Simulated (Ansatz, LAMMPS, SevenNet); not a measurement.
## Ladder of methods for the equilibrium lattice constant a of CsCl-type TiCo

Reference value: 2.995 Å (measured, room temperature, no zero-point or thermal correction; as tabulated in Yamada et al. (2019), arXiv:1910.09660).

What do Lennard-Jones jacobson2022, SevenNet-0, LDA, BLYP, PBE, RPBE, PBEsol-D3(BJ), r²SCAN-D4, r²SCAN+rVV10, LC-ωPBE, PBE0-D3(BJ), r²SCANh give, and how far is each from the reference?


| level (code) | value (Å) | difference (%) |
|---|---|---|
| Lennard-Jones jacobson2022 (LAMMPS) | 3.079 | +2.80 |
| SevenNet-0 | 2.979 | -0.53 |
| LDA (Ansatz) | 2.902 | -3.11 |
| BLYP (Ansatz) | 3.004 | +0.30 |
| PBE (Ansatz) | 2.972 | -0.77 |
| RPBE (Ansatz) | 2.997 | +0.07 |
| PBEsol-D3(BJ) (Ansatz) | 2.898 | -3.24 |
| r²SCAN-D4 (Ansatz) | 2.945 | -1.67 |
| r²SCAN+rVV10 (Ansatz) | 2.943 | -1.74 |
| LC-ωPBE (Ansatz) | 2.906 | -2.97 |
| PBE0-D3(BJ) (Ansatz) | 2.899 | -3.21 |
| r²SCANh (Ansatz) | 2.940 | -1.84 |

Leaving aside Lennard-Jones jacobson2022 (doubt noted below): The reference is not for a static lattice or low temperature, so close values are not ranked against it. Off by more than 1.25 %, or 1.75 % on the side where a correction would as a rule narrow the miss (bounds picked here): PBEsol-D3(BJ) (-3.24 %), PBE0-D3(BJ) (-3.21 %), LDA (-3.11 %), LC-ωPBE (-2.97 %), r²SCANh (-1.84 %).

The measured value isn't corrected to a static lattice, so vibrations enter the comparison. A static lattice is as a rule a little smaller than the measured one. The crystal itself was run without spin with LDA, BLYP, PBE, RPBE, PBEsol-D3(BJ), r²SCAN-D4, r²SCAN+rVV10, LC-ωPBE, PBE0-D3(BJ), r²SCANh; a magnetic state was not tried in these runs. Lennard-Jones jacobson2022: the pair parameters belong to the elements and are mixed by rule. Lennard-Jones jacobson2022: pair potentials favour close packing, so symmetry can be all that holds this lattice. LC-ωPBE, PBE0-D3(BJ), r²SCANh: the run has no spin polarisation, so it can have missed a magnetic state. Cutoffs and k meshes differ between the levels. Ansatz's density-functional and Hartree–Fock values are scalar-relativistic unless marked +SOC, with PAW data made under PBE.

Empirical potentials (Lennard-Jones jacobson2022) are fitted to chosen data: where that held the value shown, agreement is built in, and what lay outside the fit can be far off. Machine-learned potentials (SevenNet-0) are trained on DFT data: a solid inside that data is no test of them.

Differences are worked out from the printed values.

Ansatz is a program for electronic structure.
